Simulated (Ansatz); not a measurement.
We consider LuAlO3 (P6₃/mmc, No. 194, 10 atoms in the cell; start mp-755358), described by HSE06+SOC in Ansatz (PAW).

Settings: plane-wave cutoff 460 eV, 9×9×2 k mesh (along the axes of the cell as run), Fermi–Dirac smearing 0.01 eV, PAW data made under PBE.

Cell (relaxed with PBEsol):

```yaml
crystal:
  lattice:
    - [3.36575, 0.00000, 0.00000]
    - [-1.68287, 2.91482, 0.00000]
    - [0.00000, 0.00000, 11.47292]
  atoms:
    - { symbol: Lu, position: [0.00000, 0.00000, 0.50000] }
    - { symbol: Lu, position: [0.00000, 0.00000, 0.00000] }
    - { symbol: Al, position: [0.66667, 0.33333, 0.75000] }
    - { symbol: Al, position: [0.33333, 0.66667, 0.25000] }
    - { symbol: O, position: [0.66667, 0.33333, 0.59071] }
    - { symbol: O, position: [0.33333, 0.66667, 0.40929] }
    - { symbol: O, position: [0.33333, 0.66667, 0.09071] }
    - { symbol: O, position: [0.66667, 0.33333, 0.90929] }
    - { symbol: O, position: [0.00000, 0.00000, 0.75000] }
    - { symbol: O, position: [0.00000, 0.00000, 0.25000] }
```

### Question
What does this level give for the band gap?

### Answer

* **band gap**: 5.30 eV (on the SCF k mesh)

Note: cell and atoms aren't relaxed at this level (pressure 1.2 GPa).

A start named mp-… is a Materials Project structure, which need not be a measured phase.

Ansatz is a quantum-chemistry and plane-wave program.
